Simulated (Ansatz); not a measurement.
# HfC, pressure series

The reference is HfC in the rock salt structure (space group Fm-3m, No. 225; a = 4.6407 Å).

Cell and atoms are relaxed at each pressure.

The values are results of plane-wave PAW DFT at the r2SCAN level (Ansatz, a first-principles code, 500 eV), no SOC, not measurements.

```csv
P (GPa),V (Å³/atom)
-2.00,12.597
-1.00,12.545
1.79,12.403
4.20,12.287
9.00,12.071
17.99,11.709
30.01,11.294
45.01,10.857
59.99,10.486
```

**Question.** Fit a third-order Birch–Murnaghan equation of state.

**Answer.** Least squares on P(V) = (3B₀/2)[(V₀/V)^(7/3) − (V₀/V)^(5/3)]·[1 + (3/4)(B₀′ − 4)((V₀/V)^(2/3) − 1)] gives V₀ = 12.49 Å³/atom, B₀ = 245 GPa and B₀′ = 3.8.

Load acts through the strain it causes; cell and atoms are relaxed under it. Whether these cells are dynamically stable was not tested. No other phases were tried under pressure. All final runs are without spin polarisation.
